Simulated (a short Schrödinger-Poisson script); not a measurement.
System: symmetric double-gate stack, SiO2 on p-type Si(100), at 400 K.

```csv
layer,material,thickness (nm),Na (cm⁻³)
1,SiO2,0.9,-
2,Si,14,1e18
3,SiO2,0.9,-
```

The device is made up for the run: typed textbook-type constants, with dimensions and the other settings drawn at random. SiO2: permittivity 3.9, conduction-band edge (eV) 3.15, gap (eV) 9, electron mass (mₑ) 0.5. Si: permittivity 11.7, conduction-band edge (eV) 0, gap (eV) 1.124, Nv at 300 K (cm⁻³) 3.1e19.

Channel valleys (confinement mass, in-plane density-of-states mass, number): Δ2 0.916, 0.19, 2; Δ4 0.19, 0.417, 4. At the gates, both at one voltage, the conduction-band edge of layer 1 lies 3.34 eV − eVg above the Fermi level of the channel. Gaps are held at their typed values at every temperature. Mesh 0.03 nm at interfaces.

Solved with a short Schrödinger-Poisson script written for these runs: 1D Poisson equation in equilibrium, electrons classical, Fermi-Dirac, parabolic valleys, classical holes, full ionisation, no traps, pinning or gate leakage.

The same stack at other levels of the model or other numerical settings:

```tsv
run	sheet density of all electrons at Vg = 0.9 V (cm⁻²)	sheet density of all electrons at Vg = 0.3 V (cm⁻²)	capacitance of both gates at Vg = 0.9 V (μF/cm²)	gate voltage at 1e11 electrons/cm² (V)	rough cost against the base
base	2.66e13	4.91e12	6.24	0.03	about 1
electrons treated as classical, Boltzmann	2.84e13	4.99e12	6.87	0.03	0.3
electrons treated as quantum, Hartree	2.07e13	3.53e12	5.19	0.04	9
mesh six times as coarse	2.60e13	4.81e12	6.08	0.03	0.5
```

The classical rows ignore confinement, and Boltzmann statistics overrate the density once the band edge passes the Fermi level.
